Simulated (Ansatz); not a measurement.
Consider BaS in the rock salt structure (space group Fm-3m, No. 225; a = 6.3315 Å). Axes: x, y, z lie along the cube axes.

Computed with Kohn–Sham DFT with the PBEsol functional, run in Ansatz (an electronic-structure program) with PAW and 420 eV plane waves, spin-orbit coupling left out.

Before the change:

- Pressure: 0.01 GPa
- Valley order: X along ⟨100⟩ 2.04 eV
- Electron mass: 1.3 mₑ along k, 0.32 mₑ across (at X)

The change: biaxial strain −0.50 %, plane normal [001], relaxed out of plane (Cartesian); in-plane vectors clamped, the third vector and the atoms free.

Problem. What happens to the pressure?

Solution. The pressure (mean of the normal stresses, compression positive) rises by 0.397 GPa (0.01 GPa → 0.40 GPa).

Problem. What happens to the valley order?

Solution. The valley order (the lowest conduction-band minima on the path, energy above the VBM, named in the base's zone) changes from X along ⟨100⟩ 2.04 eV to X along [100] 2.01 eV; X along [001] 2.02 eV.

Problem. Predict the new energy relative to the base.

Solution. The energy goes up by 0.6 meV/atom.

Problem. How does this affect the electron mass?

Solution. The electron mass is still 1.3 mₑ along k, 0.32 mₑ across (at X).

The levels and masses belong to the bands next to the band gap. Masses are band curvatures over ±0.01 Å⁻¹ around the edge. Along k means along the line from Γ to the band edge. Stability against distortions was not tested.
